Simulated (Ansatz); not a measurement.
Phonon-limited electron mobility of Si (Fd-3m) in cm²/(V·s), PBE, finite-displacement electron-phonon coupling, linearised Boltzmann equation (Ansatz, a quantum-chemistry and plane-wave program). Condition of this run: hydrostatic pressure 9 GPa (the target of the relaxation). Geometry: relaxed with this functional, without spin-orbit coupling.

```tsv
Condition	μ
150 K	7300
200 K	4000
250 K	___
300 K	1610
350 K	1130
400 K	___
500 K	500
600 K	330
```

**Question.** Some entries are withheld; supply them.

**Answer.** 
- 250 K, μ: 2400
- 400 K, μ: 834

**Question.** What exponent p of μ ∝ T^−p fits 200 to 400 K (along x)?

**Answer.** p ≈ 2.3; acoustic deformation-potential scattering alone gives 1.5.

Scattering by harmonic phonons alone: no impurities, screening or carrier-carrier scattering, bands fixed at 0 K. From a coarser fine mesh the values given move by up to 7 %. The mesh was bound by memory.
